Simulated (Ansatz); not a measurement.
**NiSi (P2₁3, No. 198, 8 atoms in the cell; start mp-1095177; a measured phase of this formula has another space group)**

Level of theory: r²SCAN-D4 (PAW; Ansatz, an electronic-structure program).

Run with plane-wave cutoff 500 eV, 10×10×10 k mesh, Fermi–Dirac smearing 0.05 eV, no spin polarisation, scalar-relativistic PAW data made under PBE.

Cell (relaxed at this level):

```cif
data_Ni4Si4
_chemical_formula_sum 'Si4 Ni4'
_space_group_name_H-M_alt 'P 1'
_space_group_IT_number 1
_cell_length_a 4.44888
_cell_length_b 4.44888
_cell_length_c 4.44888
_cell_angle_alpha 90.000
_cell_angle_beta 90.000
_cell_angle_gamma 90.000
loop_
_space_group_symop_operation_xyz
  'x, y, z'
loop_
_atom_site_label
_atom_site_type_symbol
_atom_site_fract_x
_atom_site_fract_y
_atom_site_fract_z
_atom_site_occupancy
Si1 Si 0.65302 0.15302 0.34698 1
Si2 Si 0.84698 0.84698 0.84698 1
Si3 Si 0.15302 0.34698 0.65302 1
Si4 Si 0.34698 0.65302 0.15302 1
Ni1 Ni 0.35112 0.85112 0.64888 1
Ni2 Ni 0.14888 0.14888 0.14888 1
Ni3 Ni 0.85112 0.64888 0.35112 1
Ni4 Ni 0.64888 0.35112 0.85112 1
```

band gap: zero (no gap)

Note: the relaxation could not lower the start's symmetry, so the cell can be a saddle point above a distorted one.

The computed numbers hold no vibrational or temperature effects.

A start named mp-… is a Materials Project structure, which need not be a measured phase.
